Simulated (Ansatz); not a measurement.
Band structure of CoReO4 (Cmmm, 6 atoms in the cell).

```yaml
crystal:
  lattice:
    - [3.10934, -3.25950, 0.00000]
    - [3.10934, 3.25950, 0.00000]
    - [0.00000, 0.00000, 2.81072]
  atoms:
    - { symbol: Co, position: [0.00000, 0.00000, 0.00000], spin: 3.0 }
    - { symbol: Re, position: [0.50000, 0.50000, 0.50000] }
    - { symbol: O, position: [0.71010, 0.28990, 0.00000] }
    - { symbol: O, position: [0.28990, 0.71010, 0.00000] }
    - { symbol: O, position: [0.20227, 0.20227, 0.50000] }
    - { symbol: O, position: [0.79773, 0.79773, 0.50000] }
```
(The spins are starting values, not results.)

Level of theory: PBEsol, PAW files made with PBE (plane waves; Ansatz, a quantum-chemistry and plane-wave program).

Settings: kpoints.mp_grid.grid = 4 4 7; hamiltonian.xc = pbesol; hamiltonian.pseudopotentials = {kind: paw} (an earlier, softer set of the program's PAW files); magnetization.spin_polarized = true; scf.occupations.method = fermi_dirac; scf.occupations.width = 0.0073 Ry; kpoints.band_path.npoints = 8.

The starting cell comes from a database of computed structures (which also holds hypothetical and non-ambient phases and stackings), without a prior relaxation at this level. Its lattice was rescaled by a random factor within 2.5 % of one. Spin-orbit coupling is off. The starting moments vanished: the run ended non-magnetic, which need not be the lowest state. The program warned that a starting moment was not kept.

Levels in eV from the Fermi level, bands 25 to 32 of the first spin channel:
| point | 25 | 26 | 27 | 28 | 29 | 30 | 31 | 32 |
|---|---|---|---|---|---|---|---|---|
| Γ | -2.05 | -1.77 | -1.41 | -1.38 | -1.00 | 0.74 | 2.03 | 2.92 |
| X | -2.61 | -1.78 | -1.35 | -0.96 | -0.11 | 1.36 | 2.17 | 2.92 |
| S | -1.51 | -1.36 | -0.90 | -0.50 | 0.92 | 1.46 | 1.47 | 1.50 |
| R | -1.83 | -1.81 | -0.88 | 0.27 | 0.62 | 1.22 | 1.50 | 1.68 |
| A | -1.13 | -0.87 | -0.75 | 0.15 | 0.39 | 1.36 | 1.44 | 1.61 |
| Z | -0.90 | -0.88 | -0.26 | 0.81 | 0.92 | 1.30 | 1.45 | 1.61 |
| Y | -2.61 | -1.80 | -1.35 | -0.99 | -0.11 | 1.36 | 2.17 | 2.93 |
| X1 | -2.61 | -1.78 | -1.35 | -0.96 | -0.11 | 1.36 | 2.17 | 2.92 |
| A1 | -1.13 | -0.87 | -0.75 | 0.15 | 0.39 | 1.36 | 1.44 | 1.61 |
| T | -1.13 | -0.87 | -0.72 | 0.17 | 0.36 | 1.35 | 1.46 | 1.60 |

Bands cross the Fermi level along this path, so the cell is metallic at this level.

The net moment of the cell came out as 0.00 μB.

Keys are those of Ansatz 0.2.
